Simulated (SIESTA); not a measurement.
A self-consistent single point of La2AlGe (Amm2, 4 atoms in the cell) with SIESTA.

Level of theory: GGA PBEsol, numerical atomic orbitals DZP, PseudoDojo PBEsol standard norm-conserving potentials (rewritten from UPF to PSML) in SIESTA.

The change in words: lattice scaled by 0.98. Reference geometry:
```xyz
4
Lattice="4.1660 0.0000 0.0000 0.0000 2.2900 5.7577 0.0000 -2.2900 5.7577" Properties=species:S:1:pos:R:3 pbc="T T T"
La     0.0000     0.0000     7.3817
La     2.0830     0.0000     4.0989
Al     0.0000     0.0000    10.7550
Ge     2.0830     0.0000     0.7951
```

Reference input (self-consistent single point, DFT, GGA PBEsol, numerical atomic orbitals DZP, PseudoDojo PBEsol standard norm-conserving potentials (rewritten from UPF to PSML)): XC.functional = GGA; XC.authors = PBEsol; potentials = PseudoDojo PBEsol standard; PAO.BasisSize = DZP; PAO.EnergyShift = 0.01 Ry; MeshCutoff = 350 Ry; kgrid.MonkhorstPack = 6 5 5; OccupationFunction = FD; ElectronicTemperature = 50 meV; MaxSCFIterations = 150; SCF.Mixer.Method = Broyden; SCF.Mixer.Weight = 0.25. This run's input differs from it in these lines:

```diff
@@ -11,7 +11,7 @@
 %endblock ChemicalSpeciesLabel
-LatticeConstant              4.166006 Ang
+LatticeConstant              4.082686 Ang
 %block LatticeVectors
      1.000000000    0.000000000    0.000000000
-     0.000000000    0.549687158    1.382064020
-     0.000000000   -0.549687158    1.382064020
+     0.000000000    0.549687142    1.382063916
+     0.000000000   -0.549687142    1.382063916
 %endblock LatticeVectors
@@ -19,6 +19,6 @@
 %block AtomicCoordinatesAndAtomicSpecies
-     0.000000000    0.000000000    7.381700195  1
-     2.083003000   -0.000000000    4.098897375  1
-     0.000000000   -0.000000000   10.755013855  2
-     2.083003000   -0.000000000    0.795136575  3
+     0.000000000    0.000000000    7.234065858  1
+     2.041343000   -0.000000000    4.016919243  1
+     0.000000000   -0.000000000   10.539913092  2
+     2.041343000   -0.000000000    0.779233807  3
 %endblock AtomicCoordinatesAndAtomicSpecies
```

The program printed (abridged):

```
        iscf     Eharris(eV)        E_KS(eV)     FreeEng(eV)     dDmax    Ef(eV) dHmax(eV)
   scf:    1    -4387.788026    -4400.592985    -4400.619487  1.595446 -4.973599  2.724422
   scf:    2    -4401.366054    -4401.082831    -4401.112935  0.070848 -5.079735  1.315377
   scf:    3    -4401.224884    -4401.160160    -4401.191286  0.041834 -5.124471  0.936085
   scf:    4    -4401.211319    -4401.189454    -4401.221073  0.041772 -5.161466  0.333835
   scf:    5    -4401.192714    -4401.191251    -4401.222867  0.012033 -5.169167  0.104281
   [... 4 lines left out ...]
   scf:   10    -4401.191473    -4401.191473    -4401.223084  0.000025 -5.170298  0.000457
   scf:   11    -4401.191473    -4401.191473    -4401.223084  0.000015 -5.170274  0.000299
   scf:   12    -4401.191473    -4401.191473    -4401.223084  0.000010 -5.170258  0.000193
   scf:   13    -4401.191473    -4401.191473    -4401.223084  0.000007 -5.170248  0.000124
SCF Convergence by DM+H criterion
max |DM_out - DM_in|         :     0.0000068190
max |H_out - H_in|      (eV) :     0.0001237012
SCF cycle converged after 13 iterations

Using DM_out to compute the final energy and forces

siesta: E_KS(eV) =            -4401.1915

siesta: E_KS - E_eggbox =     -4401.1915

siesta: Atomic forces (eV/Ang):
     1    0.000000   -0.000000    0.359679
     2    0.000000   -0.000000   -0.309254
     3    0.000000    0.000000   -0.404982
     4    0.000000   -0.000000    0.352096
   Tot    0.000000   -0.000000   -0.002461
   Max    0.404982
   Res    0.206759    sqrt( Sum f_i^2 / 3N )
   Max    0.404982    constrained

Stress tensor Voigt[x,y,z,yz,xz,xy] (kbar):      -38.95      -30.83      -54.61       -0.00       -0.00        0.00
(Free)E + p*V (eV/cell)    -4398.5473
   [... lines left out ...]
siesta: FreeEng =     -4401.223084
siesta: Cell volume =        103.397882 Ang**3
siesta:          41.46268091         54.99796079  kBar
   [... lines left out ...]
   4 14.240   1.254   0.165   0.591   0.586   0.511   0.262   0.242   0.275
              2.006   2.005   2.005   1.997   2.002   0.112   0.077   0.094

              0.013   0.043

mulliken: Qtot =       39.000

Mulliken Atomic Populations:
Atom #   charge [q] valence [e]  Species
     1     0.369368   10.630632  La
     2     0.466676   10.533324  La
     3    -0.596417    3.596417  Al
     4    -0.239627   14.239627  Ge
 Total     0.000000
```

The run converged in 13 iterations. Against the reference run the free energy rises by 17.9 meV/atom, the pressure goes from -0.23 to 4.15 GPa and the largest force goes from 0.306 to 0.405 eV/Å.

The starting cell comes from a database of computed structures (which also holds hypothetical and non-ambient phases and stackings), without a prior relaxation at this level. Its lattice was rescaled by a random factor within 2.5 % of one. For this run, on top of that: lattice scaled by 0.98. Values carry the incompleteness of an atom-centred basis. With a pressure of about 4 GPa the cell is away from its equilibrium volume at this level.

Cost on one core of a shared machine: roughly 2 min.
